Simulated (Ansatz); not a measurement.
**A computed series for Au: response to strain**

Start from Au in the fcc (Cu type) structure (space group Fm-3m, No. 225; a = 4.048 Å; relaxed with 0.1 eV smearing). Axes: x, y, z lie along the cube axes.

Strains are applied to the cell and any free atomic positions relax; under biaxial strain the out-of-plane vector relaxes too.

All numbers come from LDA, PAW, 420 eV (Ansatz, a first-principles code; scalar-relativistic without spin-orbit coupling).

Notes on the quantities. energy relative to the base: free energy F.

```json
[
 {"case": "base", "out-of-plane strain": "–", "energy relative to the base": "0 meV/atom", "shortest interatomic distance": "2.862 Å"},
 {"case": "biaxial strain −2.50 %, plane normal [111], relaxed out of plane", "out-of-plane strain": "+3.66 %", "energy relative to the base": "+14 meV/atom", "shortest interatomic distance": "2.791 Å"},
 {"case": "biaxial strain −2.08 %, plane normal [111], relaxed out of plane", "out-of-plane strain": "+3.00 %", "energy relative to the base": "+9.5 meV/atom", "shortest interatomic distance": "2.803 Å"},
 {"case": "biaxial strain −1.67 %, plane normal [111], relaxed out of plane", "out-of-plane strain": "+2.37 %", "energy relative to the base": "+6.0 meV/atom", "shortest interatomic distance": "2.814 Å"},
 {"case": "biaxial strain −1.25 %, plane normal [111], relaxed out of plane", "out-of-plane strain": "+1.74 %", "energy relative to the base": "+3.3 meV/atom", "shortest interatomic distance": "2.826 Å"},
 {"case": "biaxial strain −0.83 %, plane normal [111], relaxed out of plane", "out-of-plane strain": "+1.14 %", "energy relative to the base": "+1.4 meV/atom", "shortest interatomic distance": "2.838 Å"},
 {"case": "biaxial strain −0.42 %, plane normal [111], relaxed out of plane", "out-of-plane strain": "+0.57 %", "energy relative to the base": "+0.4 meV/atom", "shortest interatomic distance": "2.850 Å"},
 {"case": "biaxial strain +0.42 %, plane normal [111], relaxed out of plane", "out-of-plane strain": "-0.56 %", "energy relative to the base": "+0.3 meV/atom", "shortest interatomic distance": "2.855 Å"},
 {"case": "biaxial strain +1.67 %, plane normal [111], relaxed out of plane", "out-of-plane strain": "-2.27 %", "energy relative to the base": "+4.7 meV/atom", "shortest interatomic distance": "2.835 Å"},
 {"case": "biaxial strain +2.08 %, plane normal [111], relaxed out of plane", "out-of-plane strain": "-2.85 %", "energy relative to the base": "+6.9 meV/atom", "shortest interatomic distance": "2.828 Å"}
]
```

Stability against distortions was not tested.
